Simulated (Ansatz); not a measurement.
## O on the 1x1 (111) surface of fcc Al, one in a 3x3 cell, started at the site 'top Al'

All values below come from PBE (plane waves to 420 eV, PAW; Ansatz, a program for electronic structure).

Set-up: 37 atoms, 7.0 Å thick at the start under the adsorbate (thin: gaps and levels are the slab's own); mesh 4x4x1; 0.1 eV smearing; dipole correction on; 18 atoms held, the rest relaxed; held to the start's symmetry, so lower structures may exist; spin-polarised, no spin-orbit, no U, no dispersion correction. The starting moment vanished. At the end it is bonded to Al. In PBE this state lies 2.81 eV over the lowest of the starts that converged ('hollow Al-Al-Al over Al at depth 4.6 Å').

```yaml
adsorption energy against ½ O2(g): -1.49 eV
work_function_of_the_top_face: 5.01 eV
change_of_the_work_function: 0.98 eV
change_of_the_step_from_the_bottom_to_the_top_vacuum_level_against_the_clean_slab: 1.01 eV
energy_released_by_relaxation: 0.54 eV
height of the binding atom over the mean of the host atoms within 0.3 Å of the top one: 163.9 pm
magnetic_moment_of_the_cell: 0.00 μB
nearest_host_atoms_of_the_binding_atom: Al at 1.68 Å, Al at 3.31 Å, Al at 3.31 Å
largest_move_of_a_host_atom: 0.06 Å
cost: very roughly 17 core-minutes
```

A negative adsorption energy means that the adsorbate is more stable on the surface than in its reference.
